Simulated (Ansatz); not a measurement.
## WSe2, pressure series

The reference is WSe₂ in the 2H-MoS2 type structure (space group P6_3/mmc, No. 194; a = 3.2305 Å, c = 12.4113 Å; layered, stacked along the Cartesian z axis).

Cell and atoms are relaxed at each pressure.

Level of theory: PBEsol-D3(BJ) (Ansatz, an electronic-structure program), no SOC.

Notes on the quantities. enthalpy: H = E + PV relative to the base's energy.

| change | c/a ratio | enthalpy | density |
|---|---|---|---|
| base | 3.842 | – | 10.12 g/cm³ |
| pressure −2 GPa | 3.899 | -0.24 eV/atom | 9.78 g/cm³ |
| pressure −1 GPa | 3.865 | -0.12 eV/atom | 9.96 g/cm³ |
| pressure 3 GPa | 3.801 | +0.34 eV/atom | 10.50 g/cm³ |
| pressure 7 GPa | 3.775 | +0.78 eV/atom | 10.90 g/cm³ |
| pressure 15 GPa | 3.758 | +1.63 eV/atom | 11.54 g/cm³ |
| pressure 30 GPa | 3.760 | +3.10 eV/atom | 12.47 g/cm³ |
| pressure 50 GPa | 3.777 | +4.92 eV/atom | 13.47 g/cm³ |
| pressure 75 GPa | 3.815 | +7.03 eV/atom | 14.47 g/cm³ |
| pressure 100 GPa | 3.853 | +9.01 eV/atom | 15.31 g/cm³ |

A case with no gap was solved on a k-mesh chosen for an insulator, which is coarse for it. Load acts through the strain it causes; cell and atoms are relaxed under it. Whether these cells are dynamically stable was not tested. No other phases were tried under pressure. All final runs are without spin polarisation.
